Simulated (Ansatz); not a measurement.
Given:

```xyz
4
Lattice="4.1238 0.0000 0.0000 -2.0619 3.5713 0.0000 0.0000 0.0000 6.7100" Properties=species:S:1:pos:R:3 pbc="T T T"
Cd     0.0000     2.3809    -0.0051
Cd     2.0619     1.1904     3.3499
S      0.0000     2.3809     2.5213
S      2.0619     1.1904     5.8763
```

Level of theory: r2SCAN with spin-orbit coupling, rigid bands (plane waves, PAW; Ansatz, an electronic-structure program). Cell: cell and atoms relaxed with PBEsol.

Question: Predict the hole conductivity mass (n e² τ/σ) at 300 K, by direction if it differs.

Answer: 1.16 (x), 1.16 (y), 1.51 (z) mₑ.

Question: What conductivity effective mass do dilute electrons have at 300 K?

Answer: 0.177 (x), 0.177 (y), 0.163 (z) mₑ.

Question: And the band gap?

Answer: 1.69 eV at this level; semilocal functionals usually fall short of the measured gap.

Rigid bands, one relaxation time for all states, no polarons. Geometry: cell and atoms relaxed with PBEsol.
